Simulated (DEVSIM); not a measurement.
System: Schottky contact on n-type β-Ga2O3, at 350 K.

```tsv
layer (left to right)	material	thickness (μm)	Nd (cm⁻³)	τn (s)	τp (s)
1	β-Ga2O3	1.10	1.1e15	2.8e-9	2.8e-9
```

Left contact: Schottky, work function 5.44 eV, emission velocity 3.4e6 cm/s. Right contact: ohmic. Voltage is applied to the left contact. Recombination: SRH at mid-gap, Auger. Mobility is μmin + (μ − μmin)/(1 + (N/Nref)^α).

Constants are typed, rounded textbook-type inputs, not results; the design itself was drawn at random and stands for no fabricated device. Values at 300 K; Nc and Nv go as T^1.5, mobilities as T to minus their exponent, the gap by Varshni's rule with the affinity fixed.

```
parameter         β-Ga2O3
----------------  -------
gap (eV)              4.8
affinity (eV)           4
permittivity           10
Nc (cm⁻³)          3.7e18
Nv (cm⁻³)            5e20
μn (cm²/Vs)           160
μp (cm²/Vs)             1
μn,min                 20
μp,min                0.1
Nref,n               1e18
Nref,p               1e18
αn                    0.8
αp                    0.8
T exponent of μn      1.8
T exponent of μp      1.5
Cn (cm⁶/s)          1e-31
Cp (cm⁶/s)          1e-31
Varshni α (eV/K)   0.0004
Varshni β (K)         600
```

Model (solved in DEVSIM): 1D drift-diffusion, Boltzmann statistics, complete ionisation; no tunnelling, impact ionisation, image-force lowering or self-heating. Metal contacts follow the ideal Schottky-Mott rule: no Fermi-level pinning, no interface dipoles.

Base results: potential step across the device at zero bias (V) 1.188; dark forward voltage at 1 A/cm² (V) 1.055; largest field in the device at zero bias (V/cm) 22000.

What follows from this one change: temperature 350 → 400 K?

potential step across the device at zero bias 1.188 → 1.145 V; dark forward voltage at 1 A/cm² 1.055 → 0.999 V; largest field in the device at zero bias little changed (21000 V/cm).

What follows from this one change: thickness of layer 1 1.1 → 0.66 μm?

potential step across the device at zero bias little changed (1.188 V); dark forward voltage at 1 A/cm² little changed (1.052 V); largest field in the device at zero bias 22000 → 25000 V/cm.
